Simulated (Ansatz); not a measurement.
Base system: Pt in the fcc (Cu type) structure (space group Fm-3m, No. 225).

Pt is taken in the cubic space group Fm-3m (No. 225), the fcc (Cu type) structure, Pearson symbol cF4. Conventional cell: a = b = c = 3.940 Å, α = β = γ = 90.00°. Pt on 4a is surrounded by 12 Pt at 2.786 Å (cuboctahedral). (Neighbours: up to the widest gap in distance over summed covalent radii, below 1.35, at either atom.)
(The calculation used a cell of 1 atom; values per cell refer to that cell.)

Method: plane-wave PAW DFT at the r2SCAN level (Ansatz, a quantum-chemistry and plane-wave program, 500 eV), no spin-orbit coupling.

Before the change:

* **Pressure**: 0.0 GPa

It is then changed as follows: an isotropic linear strain of +4.60 %, atoms relaxed at fixed cell.

Problem. Predict the new energy relative to the base and pressure.

Solution. The energy increases by 0.201 eV/atom; the pressure goes from zero to -25.2 GPa.

No phonon test of stability was made. All final runs are without spin polarisation. Pt lies near a magnetic instability that expansion can trigger; it was not tested.
